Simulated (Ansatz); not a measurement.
Results of PBEsol (PAW; Ansatz, a program for electronic structure) for TiAs (model structure, started from the WC type, P-6m2, No. 187, 2 atoms in the cell).

Numerical settings: plane-wave cutoff 520 eV, 18×18×16 k mesh (along the axes of the cell as run), Fermi–Dirac smearing 0.05 eV, no spin polarisation, scalar-relativistic PAW data made under PBE.

Cell (relaxed at this level):

```cif
data_AsTi
_chemical_formula_sum 'Ti1 As1'
_space_group_name_H-M_alt 'P-6m2'
_space_group_IT_number 187
_space_group_name_Hall 'P -6 2'
_cell_length_a 3.41562
_cell_length_b 3.41562
_cell_length_c 3.34373
_cell_angle_alpha 90.000
_cell_angle_beta 90.000
_cell_angle_gamma 120.000
loop_
_atom_site_label
_atom_site_type_symbol
_atom_site_symmetry_multiplicity
_atom_site_Wyckoff_symbol
_atom_site_fract_x
_atom_site_fract_y
_atom_site_fract_z
_atom_site_occupancy
Ti1 Ti 1 a 0.00000 0.00000 0.00000 1
As1 As 1 f 0.66667 0.33333 0.50000 1
```

Task: What does this level give for the bulk modulus?

Result: 
bulk modulus: 117 GPa

Note: the run has no spin polarisation, so it can have missed a magnetic state; the bulk modulus is −V dP/dV from two relaxed cells at ±2 % in volume; the relaxation could raise the start's symmetry but not lower it, so the cell can be a saddle point.

The computed numbers hold no vibrational or temperature effects.

A model structure was made by putting elements into a prototype or built by hand; it is no filed structure, need not be a known phase, and can be a saddle point held by its symmetry.
